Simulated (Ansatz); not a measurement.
The parent structure is Pd in the fcc (Cu type) structure (space group Fm-3m, No. 225; a = 3.841 Å; relaxed with 0.1 eV smearing).

Computed with Ansatz (a quantum-chemistry and plane-wave program) LDA, no SOC.

Before the change:

| Property | Value |
|---|---|
| Pressure | 0.0 GPa |
| Band gap | zero |

The change: the cell is scaled by 0.9850 in all directions, atoms relaxed at fixed cell.

Task: What happens to the energy relative to the base, pressure and band gap?

Result: The energy goes up by 22 meV/atom; the pressure goes from zero to 11.5 GPa; the band gap is still zero.

The cells carry an imposed strain or load. Whether these cells are dynamically stable was not tested. The final runs are not spin-polarised.
